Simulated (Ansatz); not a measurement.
Take Mg in the hcp (Mg type) structure (space group P6_3/mmc, No. 194; a = 3.1751 Å, c = 5.1628 Å; relaxed with 0.1 eV smearing) as the base. Axes: x lies along a and z along c of the hexagonal cell.

All numbers come from PBEsol in Ansatz (plane waves to 420 eV, PAW, no spin-orbit coupling).

Now apply this change: the cell is compressed by 3.00 % along z with no lateral relaxation; the atoms relax in the strained cell.

Q: Predict the stress tensor and what it implies for the stiffness.

A: Stress of the strained cell less that of the base (GPa, compression positive):
```
    0.7     0.0     0.0
    0.0     0.7     0.0
    0.0     0.0     2.3
```

Then −Δσ_ii/ε with ε = -0.0300 gives secant stiffness values (nonlinear terms included at this strain): C33 ≈ 76 GPa, C13 ≈ 23 GPa and C23 ≈ 23 GPa.

As a check, the harmonic strain energy −½ V₀ Δσ:ε is 4.8 meV/atom; the computed energy rise is 4.7 meV/atom.

No phonon test of stability was made.

Ansatz is a quantum-chemistry and plane-wave program.
